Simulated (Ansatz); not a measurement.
Take BeS in the zinc blende structure (space group F-43m, No. 216; a = 4.869 Å) as the base.

Level of theory: Ansatz (a first-principles code) r2SCAN, scalar-relativistic without spin-orbit coupling.

Before the change:

- Electron mass = 0.79 mₑ along k, 0.29 mₑ across (at X)
- Hole mass = 0.34, 0.57, 0.57 mₑ (at Γ)
- Gap character = indirect, Γ → X
- Band gap = 3.59 eV

One thing is altered: every lattice vector is shortened by 1.00 %; the atoms relax in the strained cell.

What does the calculation give for the electron mass, hole mass, gap character and band gap after the change?

The electron mass changes from 0.79 mₑ along k, 0.29 mₑ across (at X) to 0.78 mₑ along k, 0.28 mₑ across (at X); the hole mass (degenerate bands, along [100]) goes from 0.34, 0.57, 0.57 mₑ (at Γ) to 0.34, 0.55, 0.55 mₑ (at Γ); the gap character stays indirect, Γ → X; the band gap shrinks by 0.07 eV, from 3.59 eV to 3.52 eV.

Masses are band curvatures over ±0.01 Å⁻¹ around the edge. Along k means along the line from Γ to the band edge. Whether these cells are dynamically stable was not tested.
